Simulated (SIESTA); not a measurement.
A relaxation of cell and atoms of Ni (Fm-3m, 1 atom in the cell) with SIESTA.

Level of theory: GGA PBE, numerical atomic orbitals TZP, PseudoDojo PBE standard norm-conserving potentials (rewritten from UPF to PSML) run with SIESTA.

```
CELL_PARAMETERS angstrom
      0.00000     1.73712     1.73712
      1.73712     0.00000     1.73712
      1.73712     1.73712     0.00000
ATOMIC_POSITIONS crystal
  Ni 0.00000 0.00000 0.00000
```
Moments meant for the start (each program seeds them in its own way; μB, in the order of the atoms Ni): 1.0.

Reference input (self-consistent single point, DFT, GGA PBE, numerical atomic orbitals TZP, PseudoDojo PBE standard norm-conserving potentials (rewritten from UPF to PSML)): XC.functional = GGA; XC.authors = PBE; potentials = PseudoDojo PBE standard; PAO.BasisSize = TZP; PAO.EnergyShift = 0.01 Ry; MeshCutoff = 300 Ry; kgrid.MonkhorstPack = 11 11 11; OccupationFunction = FD; ElectronicTemperature = 1160.45 K; Spin = polarized; DM.InitSpin = [1 +1.00]; MaxSCFIterations = 150. This run's input differs from it in these lines:

```diff
@@ -43,2 +43,7 @@
 Diag.ParallelOverK           true
+MD.TypeOfRun                 CG
+MD.Steps                     40
+MD.MaxForceTol               0.02 eV/Ang
+MD.VariableCell              true
+MD.MaxStressTol              0.05 GPa
 WriteForces                  true
```

Output (repeated stretches shortened):

```
        iscf     Eharris(eV)        E_KS(eV)     FreeEng(eV)     dDmax    Ef(eV) dHmax(eV)
   scf:    1    -4553.268611    -4560.926544    -4560.976990  2.024737 -0.846399 13.345099
     spin moment: {S} , |S| = {        0.0        0.0    0.86407 }     0.86407
   scf:    2    -4564.672948    -4562.936538    -4562.989491  0.282101 -1.704396  9.095335
     spin moment: {S} , |S| = {        0.0        0.0    0.80564 }     0.80564
   scf:    3    -4565.094905    -4564.614688    -4564.670010  0.486430 -3.512985  0.259607
     spin moment: {S} , |S| = {        0.0        0.0    0.65859 }     0.65859
   [... lines left out ...]
     spin moment: {S} , |S| = {        0.0        0.0    0.58839 }     0.58839
   scf:   11    -4564.623998    -4564.624010    -4564.676839  0.000600 -3.584403  0.000936
     spin moment: {S} , |S| = {        0.0        0.0    0.58797 }     0.58797
   scf:   12    -4564.623997    -4564.624003    -4564.676839  0.000240 -3.584562  0.000621
     spin moment: {S} , |S| = {        0.0        0.0    0.58782 }     0.58782
   scf:   13    -4564.623999    -4564.624001    -4564.676839  0.000040 -3.584605  0.000507
     spin moment: {S} , |S| = {        0.0        0.0    0.58780 }     0.58780
SCF Convergence by DM+H criterion
max |DM_out - DM_in|         :     0.0000401033
max |H_out - H_in|      (eV) :     0.0005070167
SCF cycle converged after 13 iterations

Using DM_out to compute the final energy and forces

siesta: E_KS(eV) =            -4564.6240

siesta: E_KS - E_eggbox =     -4564.6240

siesta: Atomic forces (eV/Ang):
     1    0.000000    0.000000    0.000000
   Tot    0.000000    0.000000    0.000000
   Max    0.000000
   Res    0.000000    sqrt( Sum f_i^2 / 3N )
   Max    0.000000    constrained

Stress tensor Voigt[x,y,z,yz,xz,xy] (kbar):      -62.42      -62.42      -62.42       -0.76       -0.76       -0.76
(Free)E + p*V (eV/cell)    -4564.2684
Target enthalpy (eV/cell)    -4564.6768

siesta: Stress tensor (static) (eV/Ang**3):
        -0.038957   -0.000475   -0.000475
   [... lines left out ...]
siesta: Pressure (static):         62.41528210  kBar
siesta: Pressure (total):         62.41528210  kBar
No target stress found, assuming hydrostatic MD.TargetPressure.
Target stress (kBar)
outcell: Cell volume (Ang**3)        :     10.7473
        iscf     Eharris(eV)        E_KS(eV)     FreeEng(eV)     dDmax    Ef(eV) dHmax(eV)
siesta: Pressure (static):         -0.34398383  kBar
siesta: Pressure (total):         -0.34398383  kBar
outcell: Cell volume (Ang**3)        :     10.7473
siesta: FreeEng =     -4564.681761
   [... lines left out ...]
              0.154   0.154   0.767   0.767   0.867   0.767   0.867  -0.085

             -0.085  -0.072  -0.085  -0.072   0.053   0.053   0.030   0.053

              0.030

mulliken: Qtot =        8.704

Mulliken Atomic Populations:
Atom #   charge [q] valence [e]      Sz [e]  Species
     1    -0.000000   18.000000    0.592774  Ni
 Total    -0.000000                0.592774
```

The run converged. 

Summary of the result:
```
Item                                                                                                                            Value
----------------------------------------------------------  -------------------------------------------------------------------------
Free energy E − TS                                                                                                      -4564.6818 eV
Fermi level (on the code's own zero)                                                                                         -3.60 eV
Pressure                                                                                                                    -0.03 GPa
Size of the cell's spin moment                                                                                                0.59 μB
Site moments (μB, in the program's spheres or projections)                                                                    Ni 0.59
Final cell                                                  a = 2.478 Å, b = 2.478 Å, c = 2.478 Å, α = 59.96°, β = 59.96°, γ = 59.96°
Final volume per atom                                                                                                        10.75 Å³
Relaxation steps                                                                                                                    8
```

The starting cell has typed, rounded lattice constants, without a prior relaxation at this level. Its lattice was rescaled by a random factor within 2.5 % of one. With one magnetic atom in the cell only a parallel order is possible. Values carry the incompleteness of an atom-centred basis.

Cost on one core of a shared machine: roughly 90 s.
